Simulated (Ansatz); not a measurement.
We look at the formation energy of Au_Mo in Mo (bcc, Im-3m). Reaction: 63 Mo (bcc) + Au (fcc) → cell A.

Cell A: a supercell of 64 sites of Mo (bcc, Im-3m) with Au on a Mo site (14 Mo at 2.80–3.13 Å); spin state with PBE: run without spin, k-point mesh 4×4×4.
```xyz
64
Lattice="10.9503 0.0000 0.0000 -3.6501 10.3241 0.0000 -3.6501 -5.1620 8.9409" Properties=species:S:1:pos:R:3 pbc="T T T"
Mo     0.0000     0.0000     0.0000
Mo    -0.9145    -1.2934     2.2359
Mo     9.1253    -2.5810     4.4705
Mo    -2.7356    -3.8687     6.7050
Mo    -0.9145     2.5830    -0.0021
Mo    -1.8326     1.2878     2.2306
Mo     8.2113    -0.0032     4.4705
Mo    -3.6501    -1.2905     6.7057
Mo    -1.8251     5.1620     0.0000
Mo     8.2113     3.8731     2.2324
Mo     7.3002     2.5810     4.4705
Mo    -4.5611     1.2889     6.7085
Mo     8.2148     7.7411     0.0021
Mo     7.3002     6.4525     2.2352
Mo     6.3892     5.1652     4.4705
Mo     5.4827     3.8742     6.7103
Mo     2.7401    -0.0012    -0.0021
Mo     1.8251    -1.2985     2.2306
Mo     0.9100    -2.5835     4.4705
Mo     0.0000    -3.8715     6.7057
Mo     1.8251     2.5810    -0.0092
Mo     0.8920     1.2614     2.1848
Mo     0.0207     0.0292     4.4705
Mo    -0.9145    -1.2934     6.7050
Mo     0.9100     5.1633    -0.0021
Mo     0.0207     3.8569     2.2605
Mo    -0.9743     2.5810     4.4705
Mo    -1.8326     1.2878     6.7103
Mo     0.0000     7.7430     0.0000
Mo    -0.9145     6.4534     2.2324
Mo    -1.8326     5.1674     4.4705
Mo    -2.7391     3.8731     6.7085
Mo     5.4752     0.0000     0.0000
Mo     4.5646    -1.2914     2.2324
Mo     3.6501    -2.5810     4.4705
Mo     2.7356    -3.8707     6.7085
Mo     4.5646     2.5790    -0.0021
Mo     3.6295     1.3051     2.2605
Mo     2.7582    -0.0582     4.4705
Mo     1.8251    -1.2985     6.7103
Mo     3.6501     5.1620     0.0000
Mo     2.7582     3.9006     2.1848
Au     1.8251     2.5810     4.4705
Mo     0.8920     1.2614     6.7561
Mo     2.7356     7.7450     0.0021
Mo     1.8251     6.4605     2.2306
Mo     0.8920     5.2202     4.4705
Mo     0.0207     3.8569     6.6804
Mo     8.2102     0.0012     0.0021
Mo     7.3002    -1.2905     2.2352
Mo     6.3902    -2.5785     4.4705
Mo     5.4752    -3.8635     6.7103
Mo     7.3002     2.5810     0.0000
Mo     6.3892     1.2889     2.2324
Mo     5.4827    -0.0053     4.4705
Mo     4.5646    -1.2914     6.7085
Mo     6.3902     5.1608     0.0021
Mo     5.4827     3.8742     2.2306
Mo     4.6244     2.5810     4.4705
Mo     3.6295     1.3051     6.6804
Mo     5.4752     7.7430     0.0092
Mo     4.5646     6.4554     2.2359
Mo     3.6295     5.1328     4.4705
Mo     2.7582     3.9006     6.7561
```

Reference: Mo (bcc, Im-3m), 64 atoms in the cell, the relaxed perfect crystal repeated, atoms not moved again; spin state with PBE: run without spin, k-point mesh 4×4×4 on the run's own vectors.

Reference: Au (fcc, Fm-3m), 1 atom in the cell, k-point mesh 24×24×24 on the run's own vectors. Conventional cell: a = 4.158 Å, b = 4.158 Å, c = 4.158 Å, α = 90.00°, β = 90.00°, γ = 90.00°.

Plane-wave PAW calculations with Ansatz (a first-principles code), its default PAW set, cutoff 420 eV, 500 eV for r2SCAN. The structures are at rest with PBE, within the held lattices; other levels are single points on them. Neutral cells; Fermi-Dirac smearing of at most 0.10 eV in the solids, energies taken to zero width. The lattices are those relaxed with PBE, so at other levels the solids can be strained, which adds to the spread. Larger cells are relaxed from a start prepared with the learned potential CHGNet, on a coarser mesh till forces fall under 0.03 eV/Å, which some starts already meet. A dispersion term (D3(BJ), or D4 for r2SCAN) was computed beside these levels and is taken off wherever the name lacks it. The PAW files were made for PBE and serve at the other functionals too. Space groups of crystals are read within 0.01 Å. Nuclei at rest; no vibrational terms. No structure search was made; lower ones may exist. Spin-orbit coupling is left out. No correction for cell size. Mesh and cell size may move defect energies by 0.1 eV or more. Cell A has symmetry Im-3m within 0.02 Å and got no random move, so less symmetric positions, which may lie lower, weren't tried.

### Question
Give the value at the level r2SCAN.

### Answer
1.42 eV, for 63 Mo (bcc) + Au (fcc) → cell A.

### Question
What do the other levels give, and how wide is the spread?

### Answer
| Functional | value (eV) | less r2SCAN |
|---|---|---|
| PBE | 1.38 | -0.04 |

The levels shown span only 0.04 eV, too little to tell them apart.
